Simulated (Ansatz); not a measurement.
Abridged Ansatz (an electronic-structure program) output:

```
Relaxation: its limit of steps is 50 (relax.max_steps)
Pseudopotential: Zr, paw, valence charge 12
Crystal: 2 atoms, lattice volume = 42.716 Å³
Basis set: ecut = 420 eV, 833 PW (Γ), exchange–correlation on 48×48×72 points (8 copies of the dense FFT grid, shifted against one another)
Bands: 16, of which v1, the nominal top of the filled ones, is band 12 counted from 1 (11 counted from 0)
Symmetry: 24 space group operations
k-points: 288 of 4851
Functional: x = pbe(κ = 0.804, μ = 0.2195149727645171), c = pbe(β = 0.06672455060314922)
SCF iter   1: F=—  HF=-8367.586981 eV  |F-HF|=—  |Δ(HF+E_count)|=         —  Δρ=2.93e-3  dr2=1.15e-3  ethr=1.77e-3  ⟨swp⟩=4.9  Hψ=19615  notcnv=0
SCF iter   2: F=—  HF=-8367.586867 eV  |F-HF|=—  |Δ(HF+E_count)|=   1.14e-4  Δρ=1.79e-3  dr2=4.88e-4  ethr=4.78e-6  ⟨swp⟩=2.7  Hψ=10221  notcnv=0
SCF 1 converged in 7 iterations: F = -8367.587276 eV  dr2 = 1.69e-10
relax step   1: F+E_penalty+E_count = -8367.58727582 eV  Δ(F+E_penalty+E_count) = +0.000e0 eV  max|allowed force component| = 5.551e-17 eV/Å  Δτ_max = 0.0000 Å  (7 SCF iters, accepted)
SCF converged after 7 iterations
Free energy (F): -8367.587276 eV
Internal energy: -8367.521189 eV  (E = F + TS)
E sigma→0 (E₀):  -8367.554232 eV
Entropy (-TS):   -0.066087 eV (-33.043 meV/atom)
Fermi energy:    15.430051 eV
--- Forces (eV/Å), atoms counted from 1 ---
  atom   1  Zr     0.00000000     0.00000000     0.00000000
  atom   2  Zr    -0.00000000    -0.00000000     0.00000000
--- Stress (GPa, compression-positive) ---
        9.568948       0.000000       0.000000
        0.000000       9.568948       0.000000
        0.000000       0.000000      10.567624
  P = ⅓ Tr σ = 9.9018 GPa (99.018 kbar)
--- Relaxed structure (1 steps of the walk, 1 accepted, 0 SCFs on fresh bases) ---
  atoms:
    - { symbol: Zr, position: [0.6666666666666667, 0.3333333333333333, 0.7500000000000001] }
    - { symbol: Zr, position: [0.3333333333333333, 0.6666666666666666, 0.25] }
```

### Question
What was computed, and what are the main results?

### Answer
Zr, 2 atoms in the cell, with PBE (Ansatz), spin-orbit coupling left out. The last SCF converged to F = -8367.587276 eV, or -4183.7936 eV per atom, at a pressure of 9.90 GPa. The total energy compares only with runs of the same code, potentials and settings.

The cells carry an imposed strain or load. No phonon test of stability was made. The final runs are not spin-polarised. The cell was made from Zr in the hcp (Mg type) structure (space group P6_3/mmc, No. 194) by this change: isotropic strain −3.00 %.

Keys are those of Ansatz 0.2.
